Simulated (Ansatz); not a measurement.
Structures of equal composition on the (110) surface of germanium: Si on one of 2 surface atoms, H on every dangling bond; Si on one of 2 atoms of the third shell, H on every dangling bond; Si on one of 2 atoms under the surface, H on every dangling bond. The slabs share one bottom face, and each structure is named by its start. These are constructed structures in small cells; real faces may alloy, dewet or reconstruct in larger ones, and not all known structures of the face are among them. Slabs of about 15 Å, Fermi-Dirac smearing of 0.025 eV. Bottom of the slabs: built like the top, H on every dangling bond, free. Relaxed from the named starts with such symmetry as they have, on meshes of like density; energies extrapolated to zero smearing; spin only where a row says so; no spin-orbit coupling, no U. Brackets mark spin-polarised runs, whose order is one that fits the cell. Where a second, spin-polarised start was run, the lower counts.

All values below come from PBE (plane waves to 420 eV, PAW; Ansatz, an electronic-structure program).

Question: Rank these by energy per 1x1 cell (lowest first), as PBE gives it.

Answer: Si on one of 2 surface atoms, H on every dangling bond (0.000 eV), Si on one of 2 atoms under the surface, H on every dangling bond (0.148 eV), Si on one of 2 atoms of the third shell, H on every dangling bond (0.162 eV)
